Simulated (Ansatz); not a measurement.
LaBr₃ (P6₃/m, No. 176) was calculated with LDA in Ansatz (PAW).

Run with plane-wave cutoff 520 eV, 6×6×8 k mesh (along the axes of the cell as run), Fermi–Dirac smearing 0.01 eV, scalar-relativistic PAW data made under PBE.

Energies at three volumes about the minimum:

```json
[
 {"V (Å³/atom)": "28.468", "E − E_lowest (meV/atom)": "1.32"},
 {"V (Å³/atom)": "29.048", "E − E_lowest (meV/atom)": "0.00"},
 {"V (Å³/atom)": "29.629", "E − E_lowest (meV/atom)": "1.21"}
]
```

Task: Fit a parabola by hand: where is the minimum, and what is the bulk modulus?

Result: Slopes: (0.00 − 1.32)/(29.048 − 28.468) = -2.276 and (1.21 − 0.00)/(29.629 − 29.048) = 2.083 meV/Å³. Curvature E″ = 2 × (2.083 − (-2.276))/(29.629 − 28.468) = 7.509 meV/Å⁶. From the middle of the first interval, the slope vanishes at V0 = 28.7580 − (-2.276)/7.509 = 29.061 Å³/atom. B = V0 E″ = 29.061 × 7.509 meV/Å³ × 0.1602 GPa per meV/Å³ = 35.0 GPa. The full Birch–Murnaghan fit to all volumes gives V0 = 29.049 Å³/atom and B0 = 34.8 GPa.

Shape and atoms are relaxed at each volume.

Measured, for comparison: equilibrium volume per atom 30.98 Å³/atom (temperature not stated, no zero-point or thermal correction, from a published cell, temperature and pressure not stated; literature value). Computed less measured: equilibrium volume per atom -6.2 %.

Note: the volume lies 6 % below that of the published cell.

Ansatz is an electronic-structure program.
